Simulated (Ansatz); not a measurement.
Cells marked so need not be the phases stable at ambient conditions, and some may be hypothetical.

No gap correction and no spin-orbit coupling; mid-gap values are interpolated between computed energies.

A. Rh$_{2}$O$_{3}$ (R-3c, corundum, not sure to be the ambient phase, 10 atoms a cell, 10.6 Å³ an atom), along the normal of (001)
B. Ba2PCl (R-3m, not sure to be the ambient phase, 4 atoms a cell, 35.9 Å³ an atom), along the normal of (001)
C. LiBH$_{4}$ (P6_3mc, not sure to be the ambient phase, 12 atoms a cell, 8.6 Å³ an atom), along the normal of (001)

### Question
Rank these by mid-gap decay constant of the slowest evanescent state (highest first), as r2SCAN run with Ansatz (a program for electronic structure) gives it.

### Answer
C (0.52 1/Å), A (0.30 1/Å), B (0.27 1/Å)
